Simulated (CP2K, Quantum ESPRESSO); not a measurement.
**Pressure against volume in wurtzite SiC (space group 186) (CP2K, PBE)**

```xyz
4
Lattice="3.0252 0.0000 0.0000 -1.5126 2.6199 0.0000 0.0000 0.0000 4.9602" Properties=species:S:1:pos:R:3 pbc="T T T"
Si     0.0000     1.7466     0.0000
Si     1.5126     0.8733     2.4801
C      0.0000     1.7466     1.8601
C      1.5126     0.8733     4.3402
```

Level of theory: PBE, GPW, DZVP-MOLOPT-SR-GTH basis, GTH-PBE potentials (GTH_POTENTIALS) (CP2K). Settings: CUTOFF = 520 Ry; REL_CUTOFF = 40 Ry; SMEAR/METHOD = FERMI_DIRAC; ELECTRONIC_TEMPERATURE = 116.05 K; KPOINTS/SCHEME = MACDONALD 12 12 7 0.04166666667 0.04166666667 0; XC_FUNCTIONAL = PBE; Si/BASIS_SET = DZVP-MOLOPT-SR-GTH-q4; Si/POTENTIAL = GTH-PBE-q4; C/BASIS_SET = DZVP-MOLOPT-SR-GTH-q4; C/POTENTIAL = GTH-PBE-q4; METHOD = GPW; EPS_DEFAULT = 1e-10; NGRIDS = 4; SCF_GUESS = ATOMIC; EPS_SCF = 1e-06; MAX_SCF = 100. The cell above is the first row's. The rows scale it uniformly. In all rows fractional positions and the k mesh are held.

| V (Å^3/atom) | P (GPa) |
|---|---|
| 9.829 | ? |
| 10.042 | 9.42 |
| 10.256 | 4.37 |
| 10.470 | -0.20 |
| 10.683 | -4.34 |
| 10.897 | -8.09 |
| 11.111 | -11.48 |
| 11.324 | -14.54 |
| 11.538 | -17.32 |

**Question.** Fit P against V with a cubic, and predict the withheld value at V = 9.829.

**Answer.** With u = V - 10.8, the rows have u = -0.7580, -0.5440, -0.3300, -0.1170, 0.0970, 0.3110, 0.5240, 0.7380. Least squares gives P = -6.435 - 17.4520·u + 4.1091·u² - 0.6073·u³. Residuals (row less fit): 0.001, -0.003, 0.007, -0.004, 0.000, 0.003, -0.001, 0.001; standard error 0.004 (degrees of freedom: 4). The fitted pressure is zero at V0 = 10.46, where dP/dV = -20.46, so B0 = -V0·dP/dV = 214 GPa. At the withheld row, u = -0.9710, so P = -6.435 - 17.4520 × (-0.9710) + 4.1091 × (-0.9710)² - 0.6073 × (-0.9710)³ = 14.941 GPa. The calculation gives 15.00 GPa, 0.059 GPa above the prediction (0.2 % of the range of P in the table). The row lies outside the fitted rows, so this is an extrapolation. From the scatter of the fitted rows alone, a prediction at this place has a standard error of 0.012 GPa, so the miss is 4.9 times that.

Carrying the step between the two nearest rows on in a straight line would have given 14.45, off by 0.55; series whose last step already gives the withheld value aren't shown. The scan was laid around a cell of about the measured size, scaled by a guess for this functional; axis ratios and inner coordinates come from that cell. This is the 2H polytype. The runs keep the symmetry of the cell, so they don't test it for distortions. A plane-wave scan with the same functional (Quantum ESPRESSO, GBRV) gives V0 = 10.50 Å^3/atom and B0 = 213 GPa; a Birch-Murnaghan fit to all rows here lies -0.3 % from it in V0 and 0 % in B0; the two differ in basis, and may differ in potentials and mesh. Values carry the incompleteness of an atom-centred basis. The shape of the cell and the inner coordinates aren't relaxed, so V0 and B0 belong to this uniform scaling; a relaxed crystal lies no higher in energy and is usually softer (forces reach 0.07 eV/Å in these rows). Cutoffs and mesh are single choices, not tested for convergence of this quantity. Series with a scatter that would blur these digits, or in which a gap closes, are not shown.

Terms beyond the fitted order, or numerical noise in single rows, can give a miss of this size; the table doesn't tell which.
